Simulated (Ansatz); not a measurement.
FeSO4 (Cmcm, No. 63, 12 atoms in the cell; start mp-19112; a measured phase of this formula has another space group), treated with HSE06 in Ansatz (plane waves, PAW).

Settings: plane-wave cutoff 500 eV, 6×6×4 k mesh (along the axes of the cell as run), gaussian smearing 0.02 eV, spin-polarised start, scalar-relativistic PAW data made under PBE.

Cell (relaxed with r²SCAN):

```yaml
crystal:
  lattice:
    - [2.63310, -3.99193, 0.00000]
    - [2.63310, 3.99193, 0.00000]
    - [0.00000, 0.00000, 6.57898]
  atoms:
    - { symbol: Fe, position: [0.00000, 0.00000, 0.50000] }
    - { symbol: Fe, position: [0.00000, 0.00000, 0.00000] }
    - { symbol: S, position: [0.65175, 0.34825, 0.25000] }
    - { symbol: S, position: [0.34825, 0.65175, 0.75000] }
    - { symbol: O, position: [0.22441, 0.31152, 0.75000] }
    - { symbol: O, position: [0.77559, 0.68848, 0.25000] }
    - { symbol: O, position: [0.31152, 0.22441, 0.25000] }
    - { symbol: O, position: [0.68848, 0.77559, 0.75000] }
    - { symbol: O, position: [0.24676, 0.75324, 0.93559] }
    - { symbol: O, position: [0.75324, 0.24676, 0.06441] }
    - { symbol: O, position: [0.75324, 0.24676, 0.43559] }
    - { symbol: O, position: [0.24676, 0.75324, 0.56441] }
```

**Question.** What does this level give for the band gap?

**Answer.** 
- band gap: 3.74 eV (on the SCF k mesh)

Note: the magnetic order was assumed, not searched for or taken from measurement; a magnet's gap depends somewhat on the PAW data; cell and atoms aren't relaxed at this level (largest force component 0.46 eV/Å, pressure -0.3 GPa).

The computed numbers hold no vibrational or temperature effects.

A start named mp-… is a Materials Project structure, which need not be a measured phase.

Ansatz is a first-principles code.
